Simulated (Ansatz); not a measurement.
Results of HSE06 (Ansatz, an electronic-structure program, plane waves, PAW) for Ga₂AsP (R3m, No. 160, 4 atoms in the cell; start mp-1224789).

Run with plane-wave cutoff 460 eV, 8×8×8 k mesh, Fermi–Dirac smearing 0.01 eV, scalar-relativistic PAW data made under PBE.

Cell (relaxed with PBEsol):

```cif
data_As3Ga6P3
_chemical_formula_sum 'Ga6 P3 As3'
_space_group_name_H-M_alt 'R3m :H'
_space_group_IT_number 160
_space_group_name_Hall 'R 3 -2"'
_cell_length_a 3.92247
_cell_length_b 3.92247
_cell_length_c 19.22675
_cell_angle_alpha 90.000
_cell_angle_beta 90.000
_cell_angle_gamma 120.000
loop_
_atom_site_label
_atom_site_type_symbol
_atom_site_symmetry_multiplicity
_atom_site_Wyckoff_symbol
_atom_site_fract_x
_atom_site_fract_y
_atom_site_fract_z
_atom_site_occupancy
Ga1 Ga 3 a 0.00000 0.00000 0.00250 1
Ga2 Ga 3 a 0.00000 0.00000 0.49742 1
P1 P 3 a 0.00000 0.00000 0.37489 1
As1 As 3 a 0.00000 0.00000 0.87519 1
```
(The calculation used a cell of 4 atoms; values per cell refer to that cell.)

Question: Give the computed band gap.

Answer: 
band gap: 1.88 eV (on the SCF k mesh) (direct)

Note: cell and atoms aren't relaxed at this level (pressure 1.1 GPa).

Spin–orbit coupling is not included.

Computed values are for the static lattice.

A start named mp-… is a Materials Project structure, which need not be a measured phase.
